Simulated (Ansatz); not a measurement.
# What biaxial strain +1.02 %, plane normal [001], relaxed out of plane does to SiC

Base system: SiC (space group P6_3mc, No. 186; a = 3.079 Å, c = 15.107 Å). Axes: x lies along a and z along c of the hexagonal cell.

The change: tensile biaxial strain of 1.02 % in the plane normal to [001], as in epitaxy on a mismatched substrate; the out-of-plane cell vector and the atoms relax.

All numbers come from PBEsol in Ansatz (plane waves to 420 eV, PAW, scalar-relativistic without spin-orbit coupling), earlier PAW set. k-mesh 10×10×2 (Γ-centred); smearing 0.05 eV (Fermi–Dirac).

| quantity | base | changed | shift |
|---|---|---|---|
| volume per atom | 10.34 Å³ | 10.52 Å³ | +0.189 Å³ |
| space group | P6_3mc (No. 186) | P6_3mc (No. 186) | – |
| shortest interatomic distance | 1.884 Å | 1.890 Å | +0.006 Å |
| pressure (mean of the normal stresses, compression positive) | 0.00 GPa | -3.89 GPa | -3.89 GPa |
| band gap (an upper bound: an edge found on the path is not a true extremum; both cells) | 1.92 eV | 1.89 eV | -0.03 eV |
| out-of-plane strain | – | -0.22 % | – |
| ratio −ε⊥/ε∥ | – | 0.21 | – |
| mean in-plane stress (compression positive) | – | -5.8 GPa | – |

Whether these cells are dynamically stable was not tested.

Ansatz is an electronic-structure program.
